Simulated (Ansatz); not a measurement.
GaN (model structure, started from the MgO type, Pm-3n, No. 223, 12 atoms in the cell) was calculated with PBEsol+SOC in Ansatz (plane waves, PAW).

Run with plane-wave cutoff 520 eV, 6×6×6 k mesh, Fermi–Dirac smearing 0.01 eV, PAW data made under PBE.

Cell (relaxed with PBEsol):

```yaml
crystal:
  lattice:
    - [5.51305, 0.00000, 0.00000]
    - [0.00000, 5.51305, 0.00000]
    - [0.00000, 0.00000, 5.51305]
  atoms:
    - { symbol: Ga, position: [0.25000, 0.00000, 0.50000] }
    - { symbol: Ga, position: [0.75000, 0.00000, 0.50000] }
    - { symbol: Ga, position: [0.50000, 0.75000, 0.00000] }
    - { symbol: Ga, position: [0.50000, 0.25000, 0.00000] }
    - { symbol: Ga, position: [0.00000, 0.50000, 0.75000] }
    - { symbol: Ga, position: [0.00000, 0.50000, 0.25000] }
    - { symbol: N, position: [0.25000, 0.50000, 0.00000] }
    - { symbol: N, position: [0.75000, 0.50000, 0.00000] }
    - { symbol: N, position: [0.00000, 0.75000, 0.50000] }
    - { symbol: N, position: [0.00000, 0.25000, 0.50000] }
    - { symbol: N, position: [0.50000, 0.00000, 0.75000] }
    - { symbol: N, position: [0.50000, 0.00000, 0.25000] }
```

Problem. Give the computed band gap.

Solution. 
- band gap = 1.56 eV (on the SCF k mesh)

Note: the relaxation could raise the start's symmetry but not lower it, so the cell can be a saddle point.

Cost on a shared machine: very roughly 2.9 core-minutes.

A model structure was made by putting elements into a prototype or built by hand; it is no filed structure, need not be a known phase, and can be a saddle point held by its symmetry.

Ansatz is a first-principles code.
